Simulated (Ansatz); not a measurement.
## Rh (Fm-3m): band-structure transport figures

```
Rh
1.0
    0.00000     1.88966     1.88966
    1.88966     0.00000     1.88966
    1.88966     1.88966     0.00000
Rh
1
Direct
  0.00000   0.00000   0.00000
```

Method: PBEsol, rigid bands (plane waves, PAW, scalar-relativistic; Ansatz, a first-principles code). How the cell was made: cell and atoms relaxed with PBEsol.

```json
{
 "density of states at the Fermi level": "1.24 states/(eV·cell), both spins",
 "bare Sommerfeld coefficient": "2.9 mJ/(mol of atoms·K²)",
 "drude_plasma_energy": "10.2 eV",
 "root-mean-square Fermi velocity": "6.6e5 m/s",
 "resistivity times τ": "4.7 ×10⁻²² Ω·m·s",
 "resistivity_times_mean_free_path": "3.3 ×10⁻¹⁶ Ω·m²"
}
```

A metal at this level (no band gap); rigid bands, thermally averaged at 300 K, both spins. Spin-orbit coupling is left out. τ is one relaxation time for all states; the product of resistivity and mean free path takes one path for all states instead.
